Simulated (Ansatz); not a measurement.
The parent structure is Si in the diamond structure (space group Fd-3m, No. 227; a = 5.444 Å). Axes: x, y, z lie along the cube axes.

Calculations: r2SCAN/PAW in Ansatz (a first-principles code), spin-orbit coupling left out.

For the base:

* **Valence-band top at Γ**: 0.00, 0.00, 0.00 eV

Modification: the cell is compressed by 0.50 % along z with no lateral relaxation, atoms relaxed at fixed cell.

### Question
Estimate the effect on the energy relative to the base.

### Answer
The energy stays essentially unchanged.

### Question
What happens to the valence-band top at Γ?

### Answer
The valence-band top at Γ (three highest levels, from the VBM) becomes 0.00, -0.04, -0.04 eV (base: 0.00, 0.00, 0.00 eV).

### Question
What happens to the stress?

### Answer
The stress (xx, yy, zz, yz, xz, xy; compression positive) is (0.31, 0.31, 0.84, 0.00, 0.00, 0.00) GPa.

The levels and masses belong to the bands next to the band gap. The cells carry an imposed strain or load. Stability against distortions was not tested.
